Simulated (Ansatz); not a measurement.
Surface: monolayer graphene, 5x5 cell, one far atom fixed; cell 12.3 x 12.3 Å at 60°; in-plane lattice constant set by hand. Computed with PBE-D3(BJ) (plane waves to 420 eV, PAW; Ansatz, a first-principles code). Sampling: 3x3x1 k points. The slab states were run without spin polarisation. Results hold for this cell, coverage and mesh. Each barrier is the saddle point's height over the relaxed start (climbing-image NEB, finished by a saddle search where needed); no vibrational corrections are included. A partial Hessian shows a single imaginary mode at the top, within the atoms moved. The ends were relaxed from one prepared geometry each.

Structure at the top of the path for: B2H6 dissociates at its B-H bond, H on C and B on C (ending with C(24)-B(a0), C(25)-H(a4)).

```
BC25H3
1.0
   12.33000     0.00000     0.00000
    6.16500    10.67809     0.00000
    0.00000     0.00000    17.00000
C B H
50 2 6
Direct
  0.00197   0.99791   0.05882
  0.06872   0.06464   0.05893
  0.00229   0.19798   0.05927
  0.06865   0.26473   0.05994
  0.00202   0.39798   0.05978
  0.06832   0.46491   0.06111
  0.00185   0.59790   0.06057
  0.06857   0.66430   0.06173
  0.00201   0.79774   0.05969
  0.06865   0.86444   0.05960
  0.20205   0.99823   0.05916
  0.26882   0.06457   0.05994
  0.20238   0.19831   0.06142
  0.26859   0.26456   0.06561
  0.20158   0.39858   0.06599
  0.26606   0.46577   0.07323
  0.20160   0.59717   0.06782
  0.26918   0.66459   0.06797
  0.20207   0.79794   0.06165
  0.26865   0.86461   0.06039
  0.40210   0.99785   0.05985
  0.46908   0.06405   0.06146
  0.40271   0.19736   0.06638
  0.46991   0.26171   0.07377
  0.39988   0.39581   0.09423
  0.47078   0.46708   0.09472
  0.40049   0.60119   0.07323
  0.46818   0.66512   0.06676
  0.40176   0.79834   0.06134
  0.46868   0.86460   0.06006
  0.60209   0.99757   0.06101
  0.66852   0.06430   0.06248
  0.60135   0.19731   0.06872
  0.66865   0.26511   0.06872
  0.60520   0.39647   0.07363
  0.66919   0.46407   0.06700
  0.60218   0.59807   0.06697
  0.66842   0.66423   0.06252
  0.60197   0.79784   0.06065
  0.66873   0.86409   0.05986
  0.80195   0.99778   0.06009
  0.86852   0.06455   0.05991
  0.80195   0.19801   0.06212
  0.86868   0.26457   0.06067
  0.80245   0.39766   0.06156
  0.86877   0.46453   0.06010
  0.80204   0.59780   0.06062
  0.86835   0.66450   0.05969
  0.80195   0.79771   0.05949
  0.86863   0.86440   0.05912
  0.42174   0.41388   0.18830
  0.27593   0.47913   0.25908
  0.29898   0.37517   0.23902
  0.34254   0.52029   0.21908
  0.48402   0.47766   0.17211
  0.50958   0.32814   0.21921
  0.17633   0.56193   0.23609
  0.30908   0.48483   0.32469
```

The forward barrier is 2.82 eV and the backward barrier is 0.70 eV. The path length is 12.33 Å. The band iterations in the second of two runs is 27 and the movable images is 7. The barrier without the D3 term at these geometries is 2.92 eV and the cost of this run comes out as very roughly 9 core-hours.
